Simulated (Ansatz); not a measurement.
# What uniaxial strain ε_zz = −1.20 % does to ZnO

Base system: ZnO in the wurtzite structure (space group P6_3mc, No. 186; a = 3.230 Å, c = 5.214 Å). Axes: x lies along a and z along c of the hexagonal cell.

Now apply this change: the cell is compressed by 1.20 % along z with no lateral relaxation; the atoms relax in the strained cell.

Calculations: DFT with PBEsol, PAW potentials and a 420 eV plane-wave cutoff in Ansatz (a quantum-chemistry and plane-wave program), scalar-relativistic without spin-orbit coupling. k-mesh 12×12×7 (Γ-centred); smearing 0.05 eV (Fermi–Dirac).

* **Space group**: P6_3mc (No. 186) (base P6_3mc (No. 186))
* **Shortest interatomic distance**: 1.961 Å (base 1.969 Å)
* **Energy relative to the base (free energy F)**: +1.1 meV/atom
* **Band gap**: 0.74 eV (base 0.70 eV)
* **Gap character**: direct at Γ (base direct at Γ)
* **Valence-band top at Γ (three highest levels, from the VBM)**: 0.00, 0.00, -0.09 eV (base 0.00, 0.00, -0.10 eV)
* **Stress (xx, yy, zz, yz, xz, xy; compression positive)**: (1.35, 1.35, 2.64, 0.00, 0.00, 0.00) GPa

Final structure:

```yaml
crystal:
  lattice:
    - [3.22996, 0.00000, 0.00000]
    - [-1.61498, 2.79723, 0.00000]
    - [0.00000, 0.00000, 5.15181]
  atoms:
    - { symbol: Zn, position: [0.33333, 0.66667, 0.99998] }
    - { symbol: Zn, position: [0.66667, 0.33333, 0.49998] }
    - { symbol: O, position: [0.33333, 0.66667, 0.38202] }
    - { symbol: O, position: [0.66667, 0.33333, 0.88202] }
```

Semilocal Kohn–Sham gaps tend to fall short of experiment. No phonon test of stability was made.
